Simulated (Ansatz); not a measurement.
Data:

End structure of the (100) surface of rock-salt TiC (in the relaxation 1 F–Ti bonds broke), F on half the C sites of the top plane, c(2x2) (bottom of the slab: a bare face, its two planes held):

```
CELL_PARAMETERS angstrom
      3.06391     3.06391     0.00000
     -3.06391     3.06391     0.00000
      0.00000     0.00000    27.00000
ATOMIC_POSITIONS crystal
  C  0.00000 0.00000 0.30045
  C  0.50000 0.50000 0.30045
  Ti 0.50000 0.00000 0.30045
  Ti 0.00000 0.50000 0.30045
  C  0.50000 0.00000 0.38069
  C  0.00000 0.50000 0.38069
  Ti 0.00000 0.00000 0.38069
  Ti 0.50000 0.50000 0.38069
  C  0.00000 0.00000 0.46049
  C  0.50000 0.50000 0.46049
  Ti 0.50000 0.00000 0.46058
  Ti 0.00000 0.50000 0.46080
  C  0.50000 0.00000 0.54117
  C  0.00000 0.50000 0.54144
  Ti 0.00000 0.00000 0.54001
  Ti 0.50000 0.50000 0.54001
  C  0.00000 0.00000 0.62332
  C  0.50000 0.50000 0.62332
  Ti 0.50000 0.00000 0.61558
  Ti 0.00000 0.50000 0.61964
  F  0.50000 0.00000 0.71706
  C  0.00000 0.50000 0.70710
  Ti 0.00000 0.00000 0.69830
  Ti 0.50000 0.50000 0.69830
```

Set-up: 24 atoms, 10.8 Å thick at the start with caps and adatoms (thin: gaps and levels are the slab's own); mesh 9x9x1; 0.1 eV smearing; dipole correction on; 8 atoms held, the rest relaxed; start symmetry kept, larger cells not searched; no spin, no spin-orbit, no U. It is one candidate, not shown to be the stable structure of the face.

Q: Predict the work function of the top face from PBE in Ansatz (a program for electronic structure).

A: 3.23 eV
